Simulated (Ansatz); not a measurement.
The starting structures come from a database of crystals and need not be the phases stable at ambient conditions.

By PBEsol, the system below comes out a metal.

A figure of merit of an interconnect metal is its ballistic conductance per area.

```
Zn
1.0
    2.72304     0.00000     0.00000
    0.00000     2.72304     0.00000
    1.36152    -1.36152     1.96477
Zn
1
Cartesian
  0.00000   0.00000   0.00000
```

Space group of this cell: I4/mmm. The cell is strained (lengths across the current scaled by 0.98, ions clamped); by PBEsol its mean pressure is -2.4 GPa.

The current flows along the normal of the first two printed cell vectors, the (001) (indices of the unstrained crystal) plane of the conventional cell. No spin-orbit coupling; the value is a mean over 0.1 eV about the Fermi level.

Question: Estimate the ballistic conductance per area that PBEsol (Ansatz, an electronic-structure program) returns for this system.

Answer: 1.3 × 10¹⁵ S/m² for both spins.
